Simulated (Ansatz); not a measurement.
Results of r²SCAN (Ansatz, a first-principles code, PAW) for cubic perovskite CsCaF3.

Numerical settings: plane-wave cutoff 560 eV, 8×8×8 k mesh, Fermi–Dirac smearing 0.01 eV, scalar-relativistic PAW data made under PBE.

The cell is scaled about its equilibrium volume:

| V (Å³/atom) | P (GPa) | direct gap at Γ (eV) |
|---|---|---|
| 17.324 | 3.94 | 8.474 |
| 17.692 | 2.47 | 8.333 |
| 18.061 | 1.16 | 8.197 |
| 18.429 | 0.00 | 8.067 |
| 18.798 | -1.04 | 7.943 |
| 19.167 | -1.96 | 7.823 |
| 19.535 | -2.79 | 7.708 |

A straight line through the gaps at Γ against ln V gives a volume deformation potential dE_g(Γ)/d ln V of -6.4 eV: the gap at Γ widens under compression.

Note: the relaxation could not lower the start's symmetry, so the cell can be a saddle point above a distorted one.

Spin–orbit coupling is not included.
